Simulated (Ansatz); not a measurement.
Gap of a (12,0) BN nanotube at several levels, all on one geometry.

Levels: PBE (plane waves to 420 eV, PAW; Ansatz, a first-principles code); r2SCAN (plane waves to 500 eV, PAW; Ansatz); HSE06 in Ansatz. Unmarked values and the geometry are of the first. Mesh 1×1×8. No spin polarisation. It repeats along c; a and b span vacuum. An idealised model, rolled from the flat sheet. Symmetry and one short period hold its shape; lower forms weren't sought. HSE06 ran on a 1×1×4 mesh and at PBE's edge points.

```
level   gap (eV)
------  --------
PBE         4.18
r2SCAN         …
HSE06       5.39
```

Problem. Some entries are withheld; supply them.

Solution. 
- r2SCAN, gap (eV): 4.77
